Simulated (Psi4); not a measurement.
Psi4 1.11, PBE0/def2-svp: CCC1=C(C[SiH3])[SiH2][SiH2]1, 22 atoms. The geometry is a generated start, not checked to be a minimum at this level.

- task: gradient
- method: pbe0
- basis: def2-svp
- memory: 7 GB
- scf_type: df (default)
- guess: auto, which took SAD (default)
- diis_max_vecs: 10 (default)
- scf_initial_accelerator: adiis (default)
- e_convergence: 1e-08 (default)
- d_convergence: 1e-08 (default)
- basis functions (reference run): 194
- grid points (reference run): 3917255

```xyz
22

C     -2.1420     1.6405     0.9072
C     -1.8866     0.5814    -0.1494
C     -0.7400    -0.4098     0.3025
C      0.6214    -0.3224     0.1894
C      1.5487     0.8202    -0.4249
Si     2.2053     0.4966    -2.1435
Si     1.2198    -1.9678     1.0268
Si    -0.9851    -2.1227     1.1719
H     -2.4522     1.1869     1.8544
H     -1.2411     2.2327     1.0993
H     -2.9339     2.3213     0.5798
H     -2.8052     0.0158    -0.3405
H     -1.5961     1.0584    -1.0922
H      0.9781     1.7562    -0.4330
H      2.3915     0.9771     0.2586
H      3.0390    -0.7351    -2.1633
H      1.1008     0.3431    -3.1273
H      3.0600     1.6311    -2.5825
H      1.9309    -2.8204     0.0355
H      2.0019    -1.6641     2.2569
H     -1.6235    -1.9465     2.5057
H     -1.6915    -3.0725     0.2684
```

Differences are taken against the run with dft_radial_points = 200, dft_spherical_points = 974, dft_pruning_scheme = none (default); no run here is proven converged. Each setting ran once; only counts and results are compared.

Settings tried, all else as in the reference:
- dft_radial_points = 35, dft_spherical_points = 110
- dft_radial_points = 75 (default), dft_spherical_points = 434
- dft_radial_points = 75 (default), dft_spherical_points = 302 (default), dft_pruning_scheme = robust
- dft_radial_points = 75 (default), dft_spherical_points = 302 (default), dft_pruning_scheme = treutler
- dft_radial_points = 150, dft_spherical_points = 770
- dft_radial_points = 99, dft_spherical_points = 590, dft_pruning_scheme = treutler
- dft_radial_points = 25, dft_spherical_points = 50
- dft_radial_points = 99, dft_spherical_points = 590
- dft_radial_points = 50, dft_spherical_points = 194
- dft_radial_points = 75 (default), dft_spherical_points = 302 (default)
- dft_radial_points = 99, dft_spherical_points = 590, dft_pruning_scheme = robust

Sort the settings: which keep to the reference within 0.10 meV/atom in energy, 1.0 meV/Å in forces (largest component), and which don't?

Within it: dft_radial_points = 150, dft_spherical_points = 770; dft_radial_points = 99, dft_spherical_points = 590, dft_pruning_scheme = robust; dft_radial_points = 99, dft_spherical_points = 590; dft_radial_points = 75 (default), dft_spherical_points = 434. At the edge (between 0.75 and 1.33 times the tolerance): dft_radial_points = 75 (default), dft_spherical_points = 302 (default); dft_radial_points = 75 (default), dft_spherical_points = 302 (default), dft_pruning_scheme = robust. Outside: dft_radial_points = 75 (default), dft_spherical_points = 302 (default), dft_pruning_scheme = treutler; dft_radial_points = 50, dft_spherical_points = 194; dft_radial_points = 99, dft_spherical_points = 590, dft_pruning_scheme = treutler; dft_radial_points = 35, dft_spherical_points = 110; dft_radial_points = 25, dft_spherical_points = 50.

```
setting                                                                                                grid points  energy against the reference  difference in forces (largest component)
-----------------------------------------------------------------------------------------------------  -----------  ----------------------------  ----------------------------------------
the reference                                                                                              3917255                             —                                         —
dft_radial_points = 150, dft_spherical_points = 770                                                        2338450              −0.0011 meV/atom                               0.089 meV/Å
dft_radial_points = 99, dft_spherical_points = 590, dft_pruning_scheme = robust                             823713              −0.0018 meV/atom                                0.10 meV/Å
dft_radial_points = 99, dft_spherical_points = 590                                                         1186607              −0.0018 meV/atom                                0.10 meV/Å
dft_radial_points = 75 (default), dft_spherical_points = 434                                                664987          under 0.001 meV/atom                                0.43 meV/Å
dft_radial_points = 75 (default), dft_spherical_points = 302 (default)                                      463096               +0.024 meV/atom                                 1.1 meV/Å
dft_radial_points = 75 (default), dft_spherical_points = 302 (default), dft_pruning_scheme = robust         314936               +0.025 meV/atom                                 1.1 meV/Å
dft_radial_points = 75 (default), dft_spherical_points = 302 (default), dft_pruning_scheme = treutler       251048                +0.14 meV/atom                                 8.0 meV/Å
dft_radial_points = 50, dft_spherical_points = 194                                                          201726                −0.16 meV/atom                                 8.1 meV/Å
dft_radial_points = 99, dft_spherical_points = 590, dft_pruning_scheme = treutler                           607761                +0.14 meV/atom                                 8.2 meV/Å
dft_radial_points = 35, dft_spherical_points = 110                                                           80359                 −2.3 meV/atom                                  48 meV/Å
dft_radial_points = 25, dft_spherical_points = 50                                                            26180                  +32 meV/atom                                 110 meV/Å
```

Total energies are compared; such shifts often cancel in part in energy differences. The gradients leave out the derivatives of the grid weights. The tolerance is a choice made for this comparison.
